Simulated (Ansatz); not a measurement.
The starting structures come from a database of crystals and need not be the phases stable at ambient conditions.

 Where the default PAW files enter, the runs use the earlier of Ansatz's two default sets.

Inside the gap of an insulator the Bloch states are evanescent, with a wavenumber k + iκ along the transport direction.

Given:

```
CdI2
1.0
    4.24235     0.00000     0.00000
   -2.12117     3.67398     0.00000
    0.00000     0.00000    27.31869
Cd I
4 8
Direct
  0.00000   0.00000   0.00000
  0.66667   0.33333   0.74996
  0.33333   0.66667   0.25004
  0.00000   0.00000   0.50000
  0.00000   0.00000   0.31337
  0.00000   0.00000   0.68663
  0.66667   0.33333   0.43666
  0.33333   0.66667   0.56334
  0.33333   0.66667   0.81332
  0.66667   0.33333   0.18668
  0.66667   0.33333   0.93666
  0.33333   0.66667   0.06334
```

Space group of this cell: P-3m1. The cell was relaxed by PBE-D3(BJ); by PBEsol its mean pressure is -0.7 GPa.

Transport runs along the normal of the first two printed cell vectors, the (001) plane of the conventional cell.

No gap correction and no spin-orbit coupling; mid-gap values are interpolated between computed energies.

Q: State the band gap and the smallest decay constant κ at mid-gap according to PBEsol (Ansatz, an electronic-structure program).

A: Gap 2.13 eV on a 12×12×2 mesh; κ = 0.173 1/Å, at the zone centre.
